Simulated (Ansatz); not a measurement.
# HfSiO4: isotropic strain −3.15 %

The reference is HfSiO4 (space group I4_1/amd, No. 141; a = 6.582 Å, c = 5.966 Å).

Modification: the cell is scaled by 0.9685 in all directions; the atoms relax in the strained cell.

Method: PBEsol, PAW, 420 eV (Ansatz, a first-principles code; no spin-orbit coupling). k-mesh 6×6×6 (Γ-centred); smearing 0.05 eV (Fermi–Dirac).

The space group remains I4_1/amd (No. 141) and the shortest interatomic distance drops by 0.041 Å (1.630 Å → 1.589 Å). The energy rises by 78 meV/atom and the pressure (mean of the normal stresses, compression positive) goes from zero to 274.5 kbar. The band gap grows by 0.47 eV to 5.85 eV (an upper bound: an edge found on the path is not a true extremum; both cells) and the largest internal atomic displacement amounts to 0.019 Å.

Final structure:

```
HfSiO4
1.0
   -3.18740     3.18740     2.88907
    3.18740    -3.18740     2.88907
    3.18740     3.18740    -2.88907
O Si Hf
8 2 2
Cartesian
  3.18740   1.99104  -1.04636
  3.18740   1.19635   2.49089
  3.18740  -1.19635   2.49089
  0.00000   1.19635   1.84271
  1.19635   0.00000   3.93543
  4.38375   0.00000   0.39818
  1.99104   0.00000   0.39818
  1.99104   3.18740   1.04636
  0.00000   0.00000   2.88907
  3.18740   0.00000   1.44454
  0.00000   3.18740   1.44454
  0.00000   0.00000   0.00000
```

Spin-orbit coupling, missing from the scalar runs, can matter with Hf. No phonon test of stability was made.
